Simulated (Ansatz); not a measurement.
ScIr3 (model structure, started from the D019 type, P6₃/mmc, No. 194, 8 atoms in the cell), treated with PBEsol (PAW; Ansatz, a first-principles code).

Numerical settings: plane-wave cutoff 520 eV, 12×12×12 k mesh, Fermi–Dirac smearing 0.05 eV, no spin polarisation, scalar-relativistic PAW data made under PBE.

Cell (relaxed at this level):

```cif
data_Ir6Sc2
_chemical_formula_sum 'Ir6 Sc2'
_space_group_name_H-M_alt 'P 1'
_space_group_IT_number 1
_cell_length_a 5.54837
_cell_length_b 5.54837
_cell_length_c 4.46245
_cell_angle_alpha 90.000
_cell_angle_beta 90.000
_cell_angle_gamma 120.000
loop_
_space_group_symop_operation_xyz
  'x, y, z'
loop_
_atom_site_label
_atom_site_type_symbol
_atom_site_fract_x
_atom_site_fract_y
_atom_site_fract_z
_atom_site_occupancy
Ir1 Ir 0.83536 0.67071 0.25000 1
Ir2 Ir 0.16464 0.83536 0.75000 1
Ir3 Ir 0.32929 0.16464 0.25000 1
Ir4 Ir 0.16464 0.32929 0.75000 1
Ir5 Ir 0.83536 0.16464 0.25000 1
Ir6 Ir 0.67071 0.83536 0.75000 1
Sc1 Sc 0.33333 0.66667 0.25000 1
Sc2 Sc 0.66667 0.33333 0.75000 1
```

Question: Estimate the bulk modulus that the calculation returns.

Answer: 
bulk modulus: 264 GPa

Note: the run has no spin polarisation, so it can have missed a magnetic state; the bulk modulus is −V dP/dV from two relaxed cells at ±2 % in volume; the relaxation could raise the start's symmetry but not lower it, so the cell can be a saddle point.

Spin–orbit coupling is not included.

Computed values are for the static lattice.

The result took very roughly 10 core-minutes.

A model structure was made by putting elements into a prototype or built by hand; it is no filed structure, need not be a known phase, and can be a saddle point held by its symmetry.
